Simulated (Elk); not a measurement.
Band structure of MgGeP₂ (P-4m2, 4 atoms in the cell).

```yaml
crystal:
  lattice:
    - [3.85262, 0.00000, 0.00000]
    - [0.00000, 3.85262, 0.00000]
    - [0.00000, 0.00000, 5.90706]
  atoms:
    - { symbol: Mg, position: [0.00000, 0.00000, 0.00000] }
    - { symbol: Ge, position: [0.50000, 0.50000, 0.50000] }
    - { symbol: P, position: [0.00000, 0.50000, 0.26921] }
    - { symbol: P, position: [0.50000, 0.00000, 0.73079] }
```

Computed with PBEsol, all-electron FP-LAPW, Elk's shipped species files, default APW+lo basis (Elk).

Settings: xctype = 22; swidth = 0.00183747 Ha; ngridk = 6 6 4; rmtscf = 0.91; maxscl = 100.

The starting cell comes from a database of computed structures (which also holds hypothetical and non-ambient phases and stackings), without a prior relaxation at this level. Values depend on the basis (sphere radii, cutoffs, local orbitals), which need not be converged. The run gives no clean gap (levels at the Fermi energy touch, overlap or are partly filled at this smearing), which alone does not show that the compound is a metal.

Levels in eV from the Fermi level, bands 14 to 21:
```
point     14     15     16     17    18    19    20    21
-----  -----  -----  -----  -----  ----  ----  ----  ----
Γ      -3.02  -0.78  -0.14  -0.14  0.05  0.75  3.42  3.86
X      -3.40  -3.24  -2.38  -0.23  1.29  4.03  4.19  4.46
M      -3.76  -2.96  -2.96  -1.69  0.64  1.24  1.24  3.13
Z      -2.88  -2.88  -0.62  -0.62  1.10  1.22  3.68  4.71
R      -2.34  -2.00  -1.26  -0.20  0.06  2.94  3.21  3.59
A      -3.37  -3.37  -3.00  -2.93  2.93  3.44  3.44  4.30
```

No band crosses the Fermi level by more than 0.03 eV along this path.
